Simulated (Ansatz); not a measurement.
AlB2-type MgB2 was calculated with RPBE (PAW; Ansatz, a quantum-chemistry and plane-wave program).

Numerical settings: plane-wave cutoff 520 eV, 18×18×16 k mesh (along the axes of the cell as run), Fermi–Dirac smearing 0.05 eV, scalar-relativistic PAW data made under PBE.

Starting structure:

```xyz
3
Lattice="3.0900 0.0000 0.0000 -1.5450 2.6760 0.0000 0.0000 0.0000 3.5200" Properties=species:S:1:pos:R:3 pbc="T T T"
Mg     0.0000     0.0000     0.0000
B      1.5450     0.8920     1.7600
B      0.0000     1.7840     1.7600
```

### Question
Into what structure does the relaxation of cell and atoms lead at this level, with the symmetry of the start kept?

### Answer
The volume increases by 1.5 %; final space group P6/mmm.
```xyz
3
Lattice="3.0950 0.0000 0.0000 -1.5475 2.6804 0.0000 0.0000 0.0000 3.5620" Properties=species:S:1:pos:R:3 pbc="T T T"
Mg     0.0000     0.0000     0.0000
B      1.5475     0.8935     1.7810
B      0.0000     1.7869     1.7810
```
